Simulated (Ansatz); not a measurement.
The density of states at the Fermi level in a series of structures.

Cell A: Al (fcc, Fm-3m), 1 atom in the cell, k-point mesh 26×26×26 on the run's own vectors.
```cif
data_Al
_chemical_formula_sum 'Al1'
_space_group_name_H-M_alt 'P 1'
_space_group_IT_number 1
_cell_length_a 2.85770
_cell_length_b 2.85770
_cell_length_c 2.85770
_cell_angle_alpha 60.000
_cell_angle_beta 60.000
_cell_angle_gamma 60.000
loop_
_space_group_symop_operation_xyz
  'x, y, z'
loop_
_atom_site_label
_atom_site_type_symbol
_atom_site_fract_x
_atom_site_fract_y
_atom_site_fract_z
_atom_site_occupancy
Al1 Al 0.00000 0.00000 0.00000 1
```

Cell B: Pb (fcc, Fm-3m), 1 atom in the cell, k-point mesh 20×20×20 on the run's own vectors.
Space group Fm-3m (No. 225); a = b = c = 5.042 Å, α = β = γ = 90.00°

| atom | site | symmetry | x | y | z |
|---|---|---|---|---|---|
| Pb | 4a | m-3m | 0.0000 | 0.0000 | 0.0000 |
(The calculation used a cell of 1 atom; values per cell refer to that cell.)

All numbers come from Ansatz (a first-principles code), plane waves with PAW, its default PAW set, cutoff 420 eV, 500 eV for r2SCAN. The structures are at rest with PBE; other levels are single points on them. Neutral cells; Fermi-Dirac smearing of at most 0.10 eV in the solids, energies taken to zero width. The lattices are those relaxed with PBE, so at other levels the solids can be strained, which adds to the spread. Spin-orbit coupling is left out. A dispersion term ran beside these levels; it doesn't touch the electrons. Both spins, broadened by a Gaussian of 0.2 eV on the run's mesh.

Problem. What does PBE give for the density of states at the Fermi level of each cell (states/eV per atom)?

Solution. 
| system | PBE |
|---|---|
| A | 0.38 |
| B | 0.52 |

With PBE the value of B exceeds that of A by 0.14 states/eV per atom.

Problem. Does the picture change with the functional?

Solution. 
| system | r2SCAN |
|---|---|
| A | 0.35 |
| B | 0.50 |

With r2SCAN the value of B exceeds that of A by 0.15 states/eV per atom.
